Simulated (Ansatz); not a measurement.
Cells marked so need not be the phases stable at ambient conditions, and some may be hypothetical.

 Where the default PAW files enter, the runs use the earlier of Ansatz's two default sets.

The gap is the functional's own, uncorrected, and κ follows it; spin-orbit coupling is left out. Mid-gap values are interpolated between the computed energies.

A. PbI$_{2}$ (P6_3mc, not sure to be the ambient phase, 6 atoms a cell, 42.0 Å³ an atom), along the normal of (100)
B. WO3 (P6/mmm, not sure to be the ambient phase, 12 atoms a cell, 15.1 Å³ an atom), along the normal of (111)
C. Zr$_{3}$N$_{4}$ (I-43d, not sure to be the ambient phase, 14 atoms a cell, 11.1 Å³ an atom, -6 GPa at this level), along the normal of (110)

Problem. Order them by mid-gap decay constant of the slowest evanescent state (lowest first) at the level PBEsol (Ansatz, a program for electronic structure).

Solution. B (0.11 1/Å), C (0.15 1/Å), A (0.19 1/Å)
